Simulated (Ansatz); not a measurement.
Take AlN in the zinc blende structure (space group F-43m, No. 216; a = 4.378 Å) as the base. Axes: x, y, z lie along the cube axes.

Method: PBEsol in Ansatz (plane waves to 420 eV, PAW, no SOC).

A first run, uniaxial strain ε_yy = +1.31 %, gives secant values C11 ≈ 280 GPa and C12 ≈ 150 GPa from its stress. A second run applies biaxial strain +1.21 %, plane normal [001], relaxed out of plane.

Question: What does linear elasticity predict for −ε⊥/ε∥ in the second run, and what does the run give?

Answer: Linear elasticity: 2 C12/C11 = 1.07. The run gives 1.14; any difference comes from nonlinear terms at these strains and numerical noise.

Whether these cells are dynamically stable was not tested. This is not the structure that AlN has at room temperature and ambient pressure.

Ansatz is a quantum-chemistry and plane-wave program.
